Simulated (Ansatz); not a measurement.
## Pressure series in hypothetical Pm-3n GaN

Base system: GaN (space group Pm-3n, No. 223; a = 5.571 Å; a hypothetical phase, not in the database extracts checked).

Cell and atoms are relaxed at each pressure.

Method: Ansatz (a first-principles code) PBE, spin-orbit coupling left out.

| pressure (GPa) | volume per atom (Å³/atom) |
|---|---|
| -2 | 14.631 |
| -1 | ? |
| 0 | 14.411 |
| 0.3 | 14.381 |
| 0.7 | 14.340 |
| 3 | 14.114 |
| 5 | 13.933 |
| 7.5 | 13.722 |
| 10 | 13.527 |

Question: Fit the third-order Birch–Murnaghan form P(V) = (3B₀/2)[(V₀/V)^(7/3) − (V₀/V)^(5/3)]·[1 + (3/4)(B₀′ − 4)((V₀/V)^(2/3) − 1)] (squares taken in P) to the rows shown and predict the withheld row.

Answer: Least squares on the printed values gives V₀ = 14.412 Å³/atom, B₀ = 137 GPa, B₀′ = 4.4; this predicts 14.519 Å³/atom, and the run gives 14.519 Å³/atom, in agreement.

Load acts through the strain it causes; cell and atoms are relaxed under it. No phonon test of stability was made. Competing high-pressure phases were not computed.
